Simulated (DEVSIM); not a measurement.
Structure: abrupt Ge p-n junction, at 300 K.

Layer 1 from the left is Ge, thickness (μm) 3.40, Na (cm⁻³) 3.9e15, τn (s) 4.9e-6, τp (s) 4.9e-6. Layer 2 from the left is Ge, thickness (μm) 250, Nd (cm⁻³) 4.2e16, τn (s) 4.9e-6, τp (s) 4.9e-6.

Left contact: ohmic. Right contact: ohmic. Voltage is applied to the left contact. Recombination: SRH at mid-gap. Mobility is constant in doping.

This is a model device: material constants are rounded textbook-type values typed into the input, and sizes, dopings and lifetimes were drawn at random. Values at 300 K.

Ge: gap (eV) 0.664, affinity (eV) 4, permittivity 16, Nc (cm⁻³) 1.04e19, Nv (cm⁻³) 6e18, μn (cm²/Vs) 3900, μp (cm²/Vs) 1900.

**Question.** Estimate by hand the built-in potential, the peak field at zero bias, the capacitance at -3 V, and compare with a numerical solution.

**Answer.** 
- Built-in potential: ni = √(Nc Nv) exp(−Eg/2kT) = 2.09e13 cm⁻³ with Eg = 0.664 eV; Vbi = kT/q ln(Na Nd/ni²) = 0.332 V; numerical 0.332 V.
- Peak field at zero bias: depletion approximation: W = √(2εVbi/(qN)) = 0.405 μm with N = 3.57e15 cm⁻³; field = 2Vbi/W = 16400 V/cm; numerical 16200 V/cm (estimate above by 1.1 %).
- Capacitance at -3 V: C = √(qεN / 2(Vbi + |V|)) = 11.0 nF/cm²; numerical 11.1 nF/cm² (estimate below by 0.78 %).

Simulated with DEVSIM: 1D drift-diffusion, Boltzmann statistics, complete ionisation; no tunnelling, impact ionisation, image-force lowering or self-heating.
